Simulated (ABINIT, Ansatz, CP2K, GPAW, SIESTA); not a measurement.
Code comparison for CaGaSiH (P3m1, 4 atoms in the cell)

Band-structure calculation.

```
CaGaSiH
1.0
    4.09110     0.00000     0.00000
   -2.04555     3.54300     0.00000
    0.00000     0.00000     4.76280
Ca Ga Si H
1 1 1 1
Cartesian
  0.00000   0.00000   0.00000
  2.04555   1.18100   2.65193
  0.00000   2.36200   2.06563
  2.04555   1.18100   4.40559
```

Shared settings, as Ansatz (a first-principles code) writes them: kpoints.mp_grid.grid = 6 6 5; scf.occupations.method = fermi_dirac; scf.occupations.width = 0.02 eV. Potentials and cutoffs stand in the table.

```
code                                                                                                                            model  gap along the path (eV)  smallest direct gap (eV)       cutoff
------  -----------------------------------------------------------------------------------------------------------------------------  -----------------------  ------------------------  -----------
Ansatz                                                                                                PBEsol, PAW files made with PBE                     0.15                      1.27      default
ABINIT                                                                             PBEsol, PAW (JTH v2.0 PBE PAW, files made for PBE)                     0.16                      1.28        60 Ry
CP2K                                                       PBEsol, GPW, DZVP-MOLOPT-SR-GTH basis, GTH-PBE potentials (GTH_POTENTIALS)                     0.08                      1.26  grid 600 Ry
SIESTA  GGA PBEsol, numerical atomic orbitals DZP, PseudoDojo PBEsol standard norm-conserving potentials (rewritten from UPF to PSML)                     0.27                      1.38  grid 400 Ry
GPAW                                                                            PBEsol, GPAW PAW datasets PBEsol (made by gpaw-setup)                     0.18                      1.28       850 eV
```

The spread over the programs that give each value: gap along the path within 0.19 eV; smallest direct gap within 0.12 eV.

CP2K and SIESTA use small atom-centred bases, whose incompleteness enters pressures, forces and empty levels differently from a plane-wave cutoff.

The starting cell comes from a database of computed structures (which also holds hypothetical and non-ambient phases and stackings), without a prior relaxation at this level.

Left out of this page: Quantum ESPRESSO and Elk (not drawn, or without a comparable value).

Keys are those of Ansatz 0.2.
